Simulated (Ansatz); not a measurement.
YN, pressure series

The reference is YN in the rock salt structure (space group Fm-3m, No. 225; a = 4.856 Å).

Cell and atoms are relaxed at each pressure.

Level of theory: Ansatz (a first-principles code) PBEsol, no spin-orbit coupling.

Notes on the quantities. enthalpy: H = E + PV relative to the base's energy.

```json
[
 {"variant": "base", "band gap": "0.08 eV", "volume per atom": "14.31 Å³", "enthalpy": "–"},
 {"variant": "pressure −2 GPa", "band gap": "0.10 eV", "volume per atom": "14.49 Å³", "enthalpy": "-0.18 eV/atom"},
 {"variant": "pressure −1 GPa", "band gap": "0.09 eV", "volume per atom": "14.40 Å³", "enthalpy": "-0.09 eV/atom"},
 {"variant": "pressure 3 GPa", "band gap": "zero", "volume per atom": "14.07 Å³", "enthalpy": "+0.27 eV/atom"},
 {"variant": "pressure 7 GPa", "band gap": "zero", "volume per atom": "13.78 Å³", "enthalpy": "+0.61 eV/atom"},
 {"variant": "pressure 15 GPa", "band gap": "zero", "volume per atom": "[?]", "enthalpy": "+1.29 eV/atom"},
 {"variant": "pressure 30 GPa", "band gap": "zero", "volume per atom": "12.53 Å³", "enthalpy": "+2.50 eV/atom"},
 {"variant": "pressure 50 GPa", "band gap": "zero", "volume per atom": "11.78 Å³", "enthalpy": "+4.01 eV/atom"},
 {"variant": "pressure 75 GPa", "band gap": "zero", "volume per atom": "11.06 Å³", "enthalpy": "+5.79 eV/atom"},
 {"variant": "pressure 100 GPa", "band gap": "zero", "volume per atom": "10.50 Å³", "enthalpy": "+7.47 eV/atom"}
]
```

Q: Complete the table.

A: 
- pressure 15 GPa, volume per atom: 13.28 Å³

The mesh was chosen for an insulator and is coarse for the gapless case. Load acts through the strain it causes; cell and atoms are relaxed under it. Stability against distortions was not tested. No other phases were tried under pressure. All final runs are without spin polarisation. Gaps under 0.05 eV, about the width of the smearing, are given as zero. A zero or small gap of YN can be the functional's error rather than a property of the material.
